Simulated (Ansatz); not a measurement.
# GaAs under a change: Ga interstitial (started 2.49 Å from the nearest host atom)

Take an 8-atom supercell of GaAs in the zinc blende structure (space group F-43m, No. 216; a = 5.7456 Å) at its relaxed geometry as the base.

It is then changed as follows: a neutral Ga interstitial (started 2.49 Å from the nearest host atom), atoms relaxed at fixed cell, starting from a slightly rattled geometry.

Computed with PBE/PAW in Ansatz (a quantum-chemistry and plane-wave program), spin-orbit coupling left out. Γ-centred 4×4×4 mesh, Fermi–Dirac width 0.01 eV.

| quantity | base | changed | shift |
|---|---|---|---|
| pressure | -0.1 GPa | 9.6 GPa | +9.63 GPa |
| largest displacement of a host atom from its site in the perfect cell | – | 0.08 Å | – |
| final site of the added atom | – | 4 As at 2.57 Å (tetrahedral) | – |

Final structure:

```xyz
9
Lattice="-5.7456 0.0000 0.0000 0.0000 0.0000 5.7456 0.0000 5.7456 0.0000" Properties=species:S:1:pos:R:3 pbc="T T T"
As    -1.4869     4.3522     4.2671
As    -4.2629     1.3826     4.2672
As    -4.2625     4.3508     1.4909
As    -1.4864     1.3813     1.4911
Ga    -0.0013    -0.0061     0.0063
Ga    -2.8741     2.8664     0.0063
Ga    -2.8754    -0.0059     2.8791
Ga    -0.0026     2.8670     2.8792
Ga    -0.0025     2.8670     0.0063
```

Cost of the whole job for the changed cell (relaxation, final SCF and bands): very roughly 7 core-minutes.

The magnetic state is the one reached from the starting moments; the real material's order can differ, and small cells can't hold many antiferromagnetic ones. In so small a cell the defect repeats every few ångströms: this is an ordered compound, not a dilute defect. A case with no gap was solved on a k-mesh chosen for an insulator, which is coarse for it. Starting moments died away, wholly or in part, for Ga interstitial (started 2.49 Å from the nearest host atom); another magnetic solution may exist. The defect cell is spin-polarised and ends with 0.0 μB.
